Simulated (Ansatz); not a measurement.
**Relaxation of the atoms of LuZnSn (P6_3/mmc, 12 atoms in the cell) at several settings**

```xyz
12
Lattice="4.4001 0.0000 0.0000 -2.2000 3.8106 0.0000 0.0000 0.0000 15.7521" Properties=species:S:1:pos:R:3 pbc="T T T"
Lu     0.0000     0.0000    11.8140
Lu     0.0000     0.0000     3.9380
Lu     0.0000     0.0000     7.8760
Lu     0.0000     0.0000     0.0000
Zn     2.2000     1.2702    10.4625
Zn     0.0000     2.5404     5.2895
Zn     0.0000     2.5404     2.5865
Zn     2.2000     1.2702    13.1656
Sn     2.2000     1.2702     1.7716
Sn     0.0000     2.5404    13.9804
Sn     0.0000     2.5404     9.6477
Sn     2.2000     1.2702     6.1044
```

Base: LDA (PW92), default PAW files made with PBE (Ansatz, a quantum-chemistry and plane-wave program). Its settings: basis.ecutwfc = 420 eV; kpoints.mp_grid.grid = 4 4 1; hamiltonian.xc = lda; hamiltonian.pseudopotentials = {kind: paw} (the program's default PAW files); scf.occupations.method = cold; scf.occupations.width = 0.272 eV. Starting volume 22.01 Å³ per atom.

Each line gives the change from the base single point and the result:

- atoms moved at random; relax: default → atoms; relax.f_tol: default → 0.005 eV/Å: pressure -5.10 GPa; relaxation steps 5; free energy against the base single point -0.2 meV/atom.
- atoms moved at random; relax: default → atoms; relax.f_tol: default → 0.03 eV/Å: pressure -5.10 GPa; largest force (vector length) 0.009 eV/Å; relaxation steps 4; free energy against the base single point -0.2 meV/atom.
- atoms moved at random; scf.convergence.dr2_threshold: default (1e-07 eV) → 0.001 eV; relax: default → atoms; relax.f_tol: default → 0.03 eV/Å: pressure -5.10 GPa; largest force (vector length) 0.009 eV/Å; relaxation steps 3; free energy against the base single point -0.1 meV/atom.

The starting cell comes from a database of computed structures (which also holds hypothetical and non-ambient phases and stackings), without a prior relaxation at this level. Ansatz's pressure includes its estimate of the finite-basis (Pulay) stress. Without a gap this mesh is coarse (it stands for a supercell whose shortest vector is 16 Å).

Keys are those of Ansatz 0.2.
